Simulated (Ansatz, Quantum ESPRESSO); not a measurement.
A Quantum ESPRESSO input for a self-consistent single point of Ta (Im-3m, 1 atom in the cell) (DFT, PBEsol, plane waves, PSlibrary ultrasoft (PBE) pseudopotentials):

```fortran
&control
 calculation = 'scf'
 prefix = 'ta'
 outdir = './tmp/'
 pseudo_dir = './'
 tprnfor = .true.
 tstress = .true.
/
&system
 ibrav = 0
 nat = 1
 ntyp = 1
 ecutwfc = 50
 ecutrho = 300
 occupations = 'smearing'
 smearing = 'fd'
 degauss = 0.0036749
 input_dft = 'pbesol'
/
&electrons
 conv_thr = 1.0e-11
 mixing_beta = 0.3
/
ATOMIC_SPECIES
Ta   180.9479  Ta.pbe-spn-rrkjus_psl.1.0.0.UPF
ATOMIC_POSITIONS angstrom
Ta    0.0000000000    0.0000000000    0.0000000000
K_POINTS automatic
14 14 14  0 0 0
CELL_PARAMETERS angstrom
  -1.6500000000     1.6500000000     1.6500000000
   1.6500000000    -1.6500000000     1.6500000000
   1.6500000000     1.6500000000    -1.6500000000
```

Task: Translate this input to Ansatz (a program for electronic structure).

Result: One input that does it (others would too):

Ansatz 0.2 input:
```yaml
# Ta
crystal:
  lattice:
    - [-1.650000, 1.650000, 1.650000]
    - [1.650000, -1.650000, 1.650000]
    - [1.650000, 1.650000, -1.650000]
  atoms:
    - { symbol: Ta, position_ang: [0.000000, 0.000000, 0.000000] }
basis:
  ecutwfc: 420.0
kpoints:
  mp_grid:
    grid: [14, 14, 14]
hamiltonian:
  xc: pbesol
  pseudopotentials:
    kind: paw
scf:
  occupations:
    method: fermi_dirac
    width: 0.05
output:
  forces: true
  eigenvalues: true
  stress: true
```

Basis settings and potentials, where a program has them, do not carry over. This input uses DFT, PBEsol, plane waves, default PAW files made with PBE. Both were run: pressure -4.43 GPa in Quantum ESPRESSO and -3.40 in Ansatz. Ansatz's pressure is the one without its finite-basis correction.

On Ansatz: the starting cell has typed, rounded lattice constants, without a prior relaxation at this level. Spin polarisation is off. With a pressure of about -3 GPa the cell is away from its equilibrium volume at this level.

On Quantum ESPRESSO: the starting cell has typed, rounded lattice constants, without a prior relaxation at this level. Spin polarisation is off. With a pressure of about -4 GPa the cell is away from its equilibrium volume at this level.
